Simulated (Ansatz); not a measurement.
An Ansatz (a program for electronic structure) input (PBE-D3(BJ) (Ansatz, PAW, no spin-orbit coupling), earlier PAW set):

Ansatz 0.2 input:
```yaml
crystal:
  lattice:
    - [11.1554797654, 0, 0]
    - [0, 3.9999137079, 0]
    - [0, 0, 4.3302675871]
  atoms:
    - { symbol: Sn, position: [0.6184214746, 0.75, 0.6117611084] }
    - { symbol: Sn, position: [0.8815785254, 0.25, 0.1117611084] }
    - { symbol: Sn, position: [0.3815785254, 0.25, 0.3882388916] }
    - { symbol: Sn, position: [0.1184214746, 0.75, 0.8882388916] }
    - { symbol: S, position: [0.3528675972, 0.75, 0.9752636226] }
    - { symbol: S, position: [0.1471324028, 0.25, 0.4752636226] }
    - { symbol: S, position: [0.6471324028, 0.25, 0.0247363774] }
    - { symbol: S, position: [0.8528675972, 0.75, 0.5247363774] }
basis: { ecutwfc: 420, ecutrho_ratio: 4, xc_grid: 2, fft_grid_basis: typed }
kpoints: { mp_grid: { grid: [3, 8, 8] } }
hamiltonian:
  xc: pbe
  dispersion: d3bj
  pseudopotentials: { azcp: { folder: ./paw }, kind: paw }
scf: { occupations: { method: fermi_dirac, width: 0.05 }, convergence: { dr2_threshold: 0.0000000008 } }
relax: { f_tol: 0.005, max_steps: 50 }
output: { forces: true, stress: true }
checkpoint: { write: state.ck, write_every: 1000 }
```

Q: Which symmetry and how many k-points will the program report, and about how many plane waves at Γ?

A: Space group Pnma (ITA 62) with 8 operations, k-points 50 of 192, and 3779 plane waves at Γ.

Q: And the final pressure?

A: -0.51 GPa (compression positive).

The cells carry an imposed strain or load. No phonon test of stability was made. The cell was made from SnS in the GeS type structure (space group Pnma, No. 62) by this change: uniaxial strain ε_zz = +1.63 %.
